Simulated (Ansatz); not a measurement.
Input and output of a self-consistent single point for TaTi (Cmm2, 2 atoms in the cell) (Ansatz, a quantum-chemistry and plane-wave program).

Computed with LDA (PW92), default PAW files made with PBE (plane waves; Ansatz).

```yaml
crystal:
  lattice:
    - [1.62471, -2.28601, 0.00000]
    - [1.62471, 2.28601, 0.00000]
    - [0.00000, 0.00000, 4.66071]
  atoms:
    - { symbol: Ti, position: [0.50000, 0.50000, 0.51073] }
    - { symbol: Ta, position: [0.00000, 0.00000, 0.00000] }
```

Reference input (self-consistent single point, DFT, LDA (PW92), plane waves, default PAW files made with PBE): basis.ecutwfc = 30.9 Ry; kpoints.mp_grid.grid = 12 12 7; hamiltonian.xc = lda; hamiltonian.pseudopotentials = {kind: paw} (the program's default PAW files); scf.occupations.method = fermi_dirac; scf.occupations.width = 0.0073 Ry. This run's input differs from it in these lines:

```diff
@@ -18,2 +18,3 @@
   occupations: { method: fermi_dirac, width: 0.0073 Ry }
+  convergence: { dr2_threshold: 1.0e-03 eV }
 output:
```

Output, abridged:

```
SCF iter   1: F=—  HF=-12132.838528 eV  |F-HF|=—  |Δ(HF+E_count)|=         —  Δρ=8.38e-3  dr2=4.72e-2  ethr=1.77e-3  ⟨swp⟩=4.7  Hψ=12283  notcnv=0
all-band conjugate gradients solve this SCF's bands
preconditioner: auto → none
SCF iter   2: F=—  HF=-12132.837811 eV  |F-HF|=—  |Δ(HF+E_count)|=   7.18e-4  Δρ=6.69e-3  dr2=3.49e-2  ethr=1.89e-4  ⟨swp⟩=1.0  Hψ=4300  notcnv=0
   [... lines left out ...]
SCF iter   4: F=-12132.834547 eV  HF=-12132.835130 eV  |F-HF|=5.82e-4  |Δ(HF+E_count)|=   6.98e-5  Δρ=6.64e-4  dr2=6.59e-4  ethr=2.16e-6  ⟨swp⟩=2.0  Hψ=4672  notcnv=0
iter 5 did not close the SCF: its close was put off for the readings that it lacked (scf_convergence_deferred on its scf_iter line)
SCF iter   5: F=-12132.834881 eV  HF=-12132.835010 eV  |F-HF|=1.29e-4  |Δ(HF+E_count)|=   1.19e-4  Δρ=3.13e-4  dr2=1.46e-4  ethr=2.16e-6  ⟨swp⟩=2.1  Hψ=4506  notcnv=0
SCF iter   6: F=-12132.834970 eV  HF=-12132.834978 eV  |F-HF|=7.49e-6  |Δ(HF+E_count)|=   3.25e-5  Δρ=7.87e-5  dr2=8.44e-6  ethr=5.86e-7  ⟨swp⟩=3.0  Hψ=11410  notcnv=0
SCF 1 converged in 6 iterations: F = -12132.834970 eV  dr2 = 8.44e-6
Free energy (F): -12132.834970 eV
Internal energy: -12132.723606 eV  (E = F + TS)
E sigma→0 (E₀):  -12132.779288 eV
Entropy (-TS):   -0.111364 eV (-55.682 meV/atom)
Fermi energy:    16.014245 eV
--- Forces (eV/Å), atoms counted from 1 ---
  atom   1  Ti     0.00000000     0.00000000    -0.12619392
  atom   2  Ta     0.00000000     0.00000000     0.12578246
--- Stress (GPa, compression-positive) ---
       -6.896445       0.000000       0.000000
        0.000000      -6.255157       0.000000
        0.000000       0.000000      -7.681157
  P = ⅓ Tr σ = -6.9443 GPa (-69.443 kbar)
  The stress holds the Pulay correction. Without it, at fixed plane waves, as pw.x and ABINIT print it: P = -6.9833 GPa
```

The run converged in 6 iterations. Against the reference run the free energy hardly moves (within 1 meV/atom), the pressure stays at -6.94 GPa and the largest force goes from 0.131 to 0.126 eV/Å. The full log also holds: “iter 4 did not close the SCF: its close was put off for the readings that it lacked (scf_convergence_deferred on its scf_iter line)”. The full log also holds: “iter 5 did not close the SCF: its close was put off for the readings that it lacked (scf_convergence_deferred on its scf_iter line)”.

The starting cell comes from a database of computed structures (which also holds hypothetical and non-ambient phases and stackings), without a prior relaxation at this level. Its lattice was rescaled by up to half a per cent. One atom was moved a little off its site on purpose. Spin polarisation is off. With a pressure of about -7 GPa the cell is away from its equilibrium volume at this level. Ansatz's pressure includes its estimate of the finite-basis (Pulay) stress.

Keys are those of Ansatz 0.2.
